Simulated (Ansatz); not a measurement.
WS$_{2}$ (P6_3/mmc), r2SCAN+D4 with spin-orbit coupling, rigid bands in Ansatz (a quantum-chemistry and plane-wave program). Band gap 1.12 eV, N_c = 6.80e19 cm⁻³ and N_v = 1.42e19 cm⁻³ at 300 K, conductivity masses along x (a = (3.17, 0.00, 0.00) Å; b = (-1.59, 2.75, 0.00) Å; c = (0.00, 0.00, 12.55) Å) of 0.590 mₑ (electrons) and 0.645 mₑ (holes). Take k_BT = 0.02585 eV.

Problem. What built-in voltage has an abrupt junction with N_A = 1e16 and N_D = 1e17 cm⁻³, all dopants ionised?

Solution. V_bi = E_g/e − (k_BT/e) ln(N_c N_v/(N_A N_D)) = 1.12 − 0.02585 × 13.78 = 0.76 V, for the computed gap.

Problem. What thermal injection velocity √(2k_BT/πm) limits a ballistic channel along the direction named?

Solution. 7.00e6 cm/s for electrons and 6.70e6 cm/s for holes, a ratio of √(m_h/m_e) = 1.05, for dilute carriers.

Problem. Find the intrinsic carrier density and the intrinsic Fermi level.

Solution. n_i = √(N_c N_v) exp(−E_g/2k_BT) = 3.11e19 × exp(−21.66) = 1.2e10 cm⁻³. The level lies (k_BT/2) ln(N_v/N_c) = -20 meV from mid-gap (positive towards the conduction band). Each 0.1 eV added to the gap lowers n_i by a factor of 6.9.

Rigid bands with the computed gap; masses take one relaxation time for all states. Geometry: cell and atoms relaxed with r2SCAN+D4.
